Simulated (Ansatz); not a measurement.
# AlAs, element substitutions

Take AlAs in the zinc blende structure (space group F-43m, No. 216; a = 5.6743 Å) as the base.

Each row replaces one element on all its sites; cell and atoms are relaxed.

Calculations: Ansatz (a quantum-chemistry and plane-wave program) PBEsol, no SOC, earlier PAW set.

```csv
variant,lattice parameter a,band gap
base,5.674 Å,1.34 eV
As → N,4.377 Å,3.19 eV
As → Sn,6.207 Å,zero
As → Cu,5.471 Å,zero
As → C,4.629 Å,zero
```

Whether these cells are dynamically stable was not tested. As relaxed here, AlSn, AlCu and AlC are hypothetical phases, not in the database extracts checked. The final runs are not spin-polarised. An odd electron count without spin: AlSn and AlC. This is not the structure that AlN has at room temperature and ambient pressure.
